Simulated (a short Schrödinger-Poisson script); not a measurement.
Structure: gated In0.52Al0.48As/In0.53Ga0.47As δ-doped gas in a quantum well, at 300 K.

```csv
layer,material,thickness (nm),Na (cm⁻³)
1,In0.52Al0.48As,10,-
2,In0.52Al0.48As,5,-
3,In0.53Ga0.47As,20,-
4,In0.52Al0.48As,4000,8e14
```

Constants are typed, rounded textbook-type inputs, not results; the design itself was drawn at random and stands for no fabricated device. In0.52Al0.48As: permittivity 12.5, conduction-band edge (eV) 0.52, gap (eV) 1.45, electron mass (mₑ) 0.075, Nv at 300 K (cm⁻³) 1.1e19. In0.53Ga0.47As: permittivity 13.9, conduction-band edge (eV) 0, gap (eV) 0.74, Nv at 300 K (cm⁻³) 7.7e18.

Channel valleys (confinement mass, in-plane density-of-states mass, number): Γ 0.041, 0.041, 1. At the gate the conduction-band edge of layer 1 lies 0.65 eV − eVg above the Fermi level of the channel; the field vanishes at the back. Sheet of ionised δ-doping: +3.3e12 e/cm² at 10 nm from the gate. The barrier under the gate holds no holes. Gaps are held at their typed values at every temperature. Mesh 0.08 nm at interfaces.

Solved with a short Schrödinger-Poisson script written for these runs: 1D Poisson equation in equilibrium, electrons quantum, Hartree (BenDaniel-Duke, 40 states a valley, the channel's in-plane mass for all, wave functions free to enter the barrier), parabolic valleys, classical holes, full ionisation, no traps, pinning or gate leakage.

The same stack at other levels of the model or other numerical settings:

```csv
run,sheet density of all electrons at Vg = 0.4 V (cm⁻²),sheet density of all electrons at Vg = -0.1 V (cm⁻²),capacitance at Vg = 0.4 V (μF/cm²),centroid of the channel electrons at Vg = 0.4 V (nm),rough cost against the base
base,2.26e12,6.32e11,0.553,6.24,about 1
"electrons treated as classical, Boltzmann",2.80e12,7.86e11,0.681,2.96,0.02
"electrons treated as classical, Fermi-Dirac",2.32e12,6.92e11,0.545,5.82,0.09
"electrons treated as quantum, Hartree plus LDA exchange-correlation",2.31e12,6.59e11,0.558,6.11,1
mesh six times as coarse,2.26e12,6.31e11,0.553,6.20,0.3
one subband a valley,2.16e12,6.06e11,0.522,5.17,0.4
```

The classical rows ignore confinement, and Boltzmann statistics overrate the density once the band edge passes the Fermi level.
